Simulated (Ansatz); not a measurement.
# In2O3 (model structure, started from the Nb2Se3 type, P3m1, No. 156, 5 atoms in the cell)

Method: r²SCAN (PAW; Ansatz, a quantum-chemistry and plane-wave program).

Run with plane-wave cutoff 560 eV, 24×24×6 k mesh (along the axes of the cell as run), Fermi–Dirac smearing 0.05 eV, scalar-relativistic PAW data made under PBE.

Cell (relaxed at this level):

```yaml
crystal:
  lattice:
    - [3.26399, 0.00000, 0.00000]
    - [-1.63199, 2.82669, 0.00000]
    - [0.00000, 0.00000, 12.75770]
  atoms:
    - { symbol: In, position: [0.00000, 0.00000, 0.50045] }
    - { symbol: In, position: [0.00000, 0.00000, 0.74915] }
    - { symbol: O, position: [0.66667, 0.33333, 0.61763] }
    - { symbol: O, position: [0.33333, 0.66667, 0.43618] }
    - { symbol: O, position: [0.66667, 0.33333, 0.82157] }
```

```yaml
band_gap: 1.37 eV (on the SCF k mesh)
```

Note: the relaxation could raise the start's symmetry but not lower it, so the cell can be a saddle point; the cell has widely spaced layers and the level no dispersion term, so their spacing and the moduli can rest on weak binding.

Spin–orbit coupling is not included.

Computed values are for the static lattice.

Cost on a shared machine: about 28 core-minutes (a rough figure).

A model structure was made by putting elements into a prototype or built by hand; it is no filed structure, need not be a known phase, and can be a saddle point held by its symmetry.
